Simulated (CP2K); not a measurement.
Band structure of Ti₃O₄ (Cmmm, 7 atoms in the cell).

```
Ti3O4
1.0
    5.11777     0.00000     0.00000
   -1.64099     4.84755     0.00000
    0.00000     0.00000     3.07867
Ti O
3 4
Direct
  0.00000   0.00000   0.50000
  0.50000   0.00000   0.00000
  0.00000   0.50000   0.00000
  0.76500   0.76500   0.00000
  0.23500   0.23500   0.00000
  0.25713   0.74287   0.50000
  0.74287   0.25713   0.50000
```

Level of theory: CP2K with PBEsol, GPW, DZVP-MOLOPT-SR-GTH basis, GTH-PBE potentials (GTH_POTENTIALS).

Settings: CUTOFF = 600 Ry; REL_CUTOFF = 50 Ry; SMEAR/METHOD = FERMI_DIRAC; ELECTRONIC_TEMPERATURE = 1160.45 K; KPOINTS/SCHEME = MONKHORST-PACK 5 5 8; GAMMA_CENTERED = T; XC_FUNCTIONAL = PBE:PBESOL; Ti/BASIS_SET = DZVP-MOLOPT-SR-GTH-q12; Ti/POTENTIAL = GTH-PBE-q12; O/BASIS_SET = DZVP-MOLOPT-SR-GTH-q6; O/POTENTIAL = GTH-PBE-q6; METHOD = GPW; EPS_DEFAULT = 1e-10; EXTRAPOLATION = USE_GUESS.

The starting cell comes from a database of computed structures (which also holds hypothetical and non-ambient phases and stackings), without a prior relaxation at this level. Its lattice was rescaled by a random factor within 2.5 % of one. Spin polarisation is off, so a magnetic state, if there is one, cannot be reached. Values carry the incompleteness of an atom-centred basis. The potentials were made for another functional than the one used.

Levels in eV from the Fermi level, bands 27 to 32:
```csv
point,27,28,29,30,31,32
Γ,-3.92,-3.59,-2.34,-0.46,0.03,0.38
X,-4.44,-4.24,-1.65,0.21,0.29,0.43
S,-4.26,-3.85,-0.62,-0.54,0.07,0.38
R,-4.92,-4.43,-0.73,-0.55,0.39,0.45
A,-4.69,-4.67,-1.74,-1.56,1.00,1.11
Z,-5.39,-4.64,0.37,0.46,0.58,0.71
Y,-4.55,-4.16,-2.15,0.22,0.55,0.60
X1,-4.44,-4.24,-1.65,0.21,0.29,0.43
A1,-4.69,-4.67,-1.74,-1.56,1.00,1.11
T,-4.65,-4.64,-2.10,-1.84,0.88,1.27
```

Bands cross the Fermi level along this path, so the cell is metallic at this level.

Higher empty bands are left out: an atom-centred basis made for the valence describes them poorly.
